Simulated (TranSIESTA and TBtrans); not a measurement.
Junction: Au chain with one bond stretched by 2.5 Å. Leads: straight Au chain, spacing 2.55 Å. Geometry: as built, not relaxed. Transport runs along z; the first 6 and the last 6 of the 18 atoms are the lead cells, repeated to infinity.

```xyz
18
Lattice="9.000 0.000 0.000 0.000 9.000 0.000 0.000 0.000 48.400" Properties=species:S:1:pos:R:3 pbc="F F T"
Au     4.500     4.500     0.000
Au     4.500     4.500     2.550
Au     4.500     4.500     5.100
Au     4.500     4.500     7.650
Au     4.500     4.500    10.200
Au     4.500     4.500    12.750
Au     4.500     4.500    15.300
Au     4.500     4.500    17.850
Au     4.500     4.500    20.400
Au     4.500     4.500    25.450
Au     4.500     4.500    28.000
Au     4.500     4.500    30.550
Au     4.500     4.500    33.100
Au     4.500     4.500    35.650
Au     4.500     4.500    38.200
Au     4.500     4.500    40.750
Au     4.500     4.500    43.300
Au     4.500     4.500    45.850
```

Run with TranSIESTA and TBtrans (open boundaries, self-consistent; PseudoDojo norm-conserving potentials, scalar-relativistic): PAO.BasisSize DZP, PAO.EnergyShift 0.15 eV, XC.Authors PBE, Mesh.Cutoff 200 Ry, ElectronicTemperature 300 K, TS.Voltage 0.0 eV, TBT.Elecs.Eta 0.001 eV, no spin polarisation.

Energies count from the leads' Fermi level. Transmissions are for one spin of a degenerate pair. The energy step is 0.01 eV; narrower resonances are cut or missed.

```
E (eV)       T
------  ------
-0.20   0.0337
-0.15   0.0339
-0.10   0.0341
-0.05   0.0320
0.00    0.0308
0.05    0.0298
0.10    0.0290
0.15    0.0283
0.20    0.0276
```

### Question
Give the zero-bias conductance in μS and the resistance at 300 K.

### Answer
At the Fermi level T = 0.0308. Averaged with −∂f/∂E over the full grid (kT = 25.9 meV) it is 0.0309. With G0 = 2e²/h = 77.48 μS, G = 2.39 μS and R = 1/G = 418 kΩ.

### Question
Estimate the thermopower by Mott's formula S = −(π²/3)(kB²T/e) d ln T/dE from the rows at -0.05 and 0.05 eV.

### Answer
d ln T/dE = -0.712 eV⁻¹ and (π²/3) kB²T/e = 7.33 μV/K · eV, so S = 5.2 μV/K; the full integral gives 5.6 μV/K. A positive sign means that T falls with energy over the thermal window.

### Question
The eigenchannels at the Fermi level transmit 0.0308. What Fano factor of the shot noise follows at low temperature and bias?

### Answer
F = Σ τ(1 − τ)/Σ τ = 0.0299/0.0308 = 0.97.

The leads' channel count changes near -0.01 eV, within the thermal window, so values at the Fermi level hang on where that band edge falls. The straight chain is held at its spacing; free chains may zigzag or dimerise. No spin-polarised start was tried, so a magnetic state, if there is one, is missed. Spin-orbit coupling, left out here, matters for the heavy atoms.
